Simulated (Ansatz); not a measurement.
Base system: Ag in the fcc (Cu type) structure (space group Fm-3m, No. 225; a = 4.0538 Å; relaxed with 0.1 eV smearing).

Computed with plane-wave PAW DFT at the PBEsol level (Ansatz, a first-principles code, 420 eV), no SOC.

Base values:

The pressure is 0.0 GPa.

The change: every lattice vector is stretched by 2.50 %; the atoms relax in the strained cell.

What does the calculation give for the pressure after the change?

The pressure goes from zero to -7.1 GPa.

What does the calculation give for the energy relative to the base after the change?

The energy rises by 31 meV/atom.

No phonon test of stability was made.
